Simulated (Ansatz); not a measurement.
Take TiB$_{2}$ (space group P6/mmm, No. 191; a = 3.017 Å, c = 3.185 Å) as the base.

Structures relaxed with Ansatz (a quantum-chemistry and plane-wave program) PBEsol, no spin-orbit coupling.

Base:

Simulated powder pattern, Cu Kα1, λ = 1.54056 Å (kinematic, ideal powder, no thermal factors, no anomalous dispersion; the 10 strongest lines at most, above 2 %, up to 2θ = 90°):

```
2θ (°)  I/Imax (%)    hkl
------  ----------  -----
27.99           20  (001)
34.29           58  (100)
44.83          100  (101)
57.85          9.1  (002)
61.40           22  (110)
68.80          8.7  (111)
69.00           13  (102)
72.25          5.5  (200)
79.17           15  (201)
89.38           15  (112)
```

After one change:

Simulated powder pattern, Cu Kα1, λ = 1.54056 Å (kinematic, ideal powder, no thermal factors, no anomalous dispersion; the 10 strongest lines at most, above 2 %, up to 2θ = 90°):

| 2θ (°) | I/Imax (%) |
|---|---|
| 27.16 | 19 |
| 33.26 | 57 |
| 43.45 | 100 |
| 56.02 | 9.2 |
| 59.43 | 22 |
| 66.53 | 8.8 |
| 66.72 | 13 |
| 69.83 | 5.6 |
| 76.44 | 15 |
| 86.13 | 15 |

Question: Name the change that was made.
A. isotropic strain +2.50 %
B. isotropic strain +3.00 %
C. isotropic strain −2.00 %
D. isotropic strain −1.50 %

Answer: B, isotropic strain +3.00 %. Its volume per atom is 9.15 Å³ against 8.37 Å³, and its space group is P6/mmm (No. 191).

Stability against distortions was not tested. The final runs are not spin-polarised.
